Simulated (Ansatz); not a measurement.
Ansatz (an electronic-structure program) run on TiTe2 (P3m1, 3 atoms in the cell): self-consistent single point.

Computed with LDA (PW92), default PAW files made with PBE (plane waves; Ansatz).

The change in words: lattice scaled by 0.98; kpoints.mp_grid.grid: 10 10 5 → 32 32 16. Reference geometry:
```
TiTe2
1.0
    3.83568     0.00000     0.00000
   -1.91784     3.32180     0.00000
    0.00000     0.00000     6.73841
Ti Te
1 2
Direct
  0.00000   0.00000   0.00742
  0.66667   0.33333   0.74983
  0.33333   0.66667   0.25017
```

Reference input (self-consistent single point, DFT, LDA (PW92), plane waves, default PAW files made with PBE): basis.ecutwfc = 420 eV; kpoints.mp_grid.grid = 10 10 5; hamiltonian.xc = lda; hamiltonian.pseudopotentials = {kind: paw} (the program's default PAW files); scf.occupations.method = fermi_dirac; scf.occupations.width = 0.1 eV. This run's input differs from it in these lines:

Ansatz 0.2 input:
```diff
@@ -2,5 +2,5 @@
   lattice:
-    - [3.835683, 0.000000, 0.000000]
-    - [-1.917841, 3.321799, 0.000000]
-    - [0.000000, 0.000000, 6.738405]
+    - [3.758969, 0.000000, 0.000000]
+    - [-1.879484, 3.255363, 0.000000]
+    - [0.000000, 0.000000, 6.603637]
   atoms:
@@ -12,3 +12,3 @@
 kpoints:
-  mp_grid: { grid: [10, 10, 5] }
+  mp_grid: { grid: [32, 32, 16] }
 hamiltonian:
```

Output (repeated stretches shortened):

```
SCF iter   1: F=—  HF=-16106.828164 eV  |F-HF|=—  |Δ(HF+E_count)|=         —  Δρ=6.05e-3  dr2=2.15e-2  ethr=1.77e-3  ⟨swp⟩=5.6  Hψ=180297  notcnv=0
all-band conjugate gradients solve this SCF's bands
preconditioner: auto → LDOS
SCF iter   2: F=—  HF=-16106.826443 eV  |F-HF|=—  |Δ(HF+E_count)|=   1.72e-3  Δρ=4.43e-3  dr2=2.39e-2  ethr=4.89e-5  ⟨swp⟩=2.9  Hψ=92926  notcnv=0
SCF iter   3: F=—  HF=-16106.823415 eV  |F-HF|=—  |Δ(HF+E_count)|=   3.03e-3  Δρ=9.84e-4  dr2=1.15e-3  ethr=4.89e-5  ⟨swp⟩=2.7  Hψ=73674  notcnv=0
SCF iter   4: F=—  HF=-16106.823256 eV  |F-HF|=—  |Δ(HF+E_count)|=   1.59e-4  Δρ=9.87e-5  dr2=6.82e-6  ethr=2.62e-6  ⟨swp⟩=2.3  Hψ=70959  notcnv=0
SCF iter   5: F=—  HF=-16106.823249 eV  |F-HF|=—  |Δ(HF+E_count)|=   7.00e-6  Δρ=1.23e-5  dr2=1.78e-7  ethr=1.55e-8  ⟨swp⟩=2.0  Hψ=73966  notcnv=0
SCF iter   6: F=-16106.823248 eV  HF=-16106.823249 eV  |F-HF|=2.82e-8  |Δ(HF+E_count)|=   1.23e-8  Δρ=4.81e-6  dr2=3.27e-8  ethr=2.27e-10  ⟨swp⟩=6.5  Hψ=168202  notcnv=0
SCF 1 converged in 6 iterations: F = -16106.823248 eV  dr2 = 3.27e-8
Free energy (F): -16106.823248 eV
Internal energy: -16106.774426 eV  (E = F + TS)
E sigma→0 (E₀):  -16106.798837 eV
Entropy (-TS):   -0.048823 eV (-16.274 meV/atom)
Fermi energy:    9.812803 eV
--- Forces (eV/Å), atoms counted from 1 ---
  atom   1  Ti    -0.00000000    -0.00000000    -0.49773855
  atom   2  Te    -0.00000000     0.00000000    -0.04722234
  atom   3  Te    -0.00000000    -0.00000000     0.54498188
--- Stress (GPa, compression-positive) ---
       -2.082040       0.000000      -0.000000
        0.000000      -2.082040      -0.000000
       -0.000000      -0.000000      -0.569201
  P = ⅓ Tr σ = -1.5778 GPa (-15.778 kbar)
  The stress holds the Pulay correction. Without it, at fixed plane waves, as pw.x and ABINIT print it: P = -1.6165 GPa
```

The run converged in 6 iterations. Against the reference run the free energy drops by 34.4 meV/atom, the pressure goes from -4.95 to -1.58 GPa and the largest force goes from 0.460 to 0.545 eV/Å.

The starting cell comes from a database of computed structures (which also holds hypothetical and non-ambient phases and stackings), without a prior relaxation at this level. Its lattice was rescaled by up to half a per cent. One atom was moved a little off its site on purpose. For this run, on top of that: lattice scaled by 0.98. Spin-orbit coupling is off. Spin polarisation is off, so a magnetic state, if there is one, cannot be reached. Ansatz's pressure includes its estimate of the finite-basis (Pulay) stress.

Cost on one core of a shared machine: roughly 4 min.
